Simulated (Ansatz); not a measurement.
Base system: Sc in the hcp (Mg type) structure (space group P6_3/mmc, No. 194; a = 3.2771 Å, c = 5.0854 Å).

The values are results of PBEsol (Ansatz, a first-principles code, PAW, without spin-orbit coupling), not measurements.

For the base:

The volume per atom is 23.65 Å³. The c/a ratio comes out as 1.552.

The change: cell and atoms relaxed at a pressure of 30 GPa.

### Question
Estimate the effect on the volume per atom.

### Answer
The volume per atom falls by 6.52 Å³ to 17.13 Å³.

### Question
Predict the new c/a ratio.

### Answer
The c/a ratio shrinks by 0.0064, from 1.552 to 1.545.

Load acts through the strain it causes; cell and atoms are relaxed under it. No phonon test of stability was made. Competing high-pressure phases were not computed. All final runs are without spin polarisation.
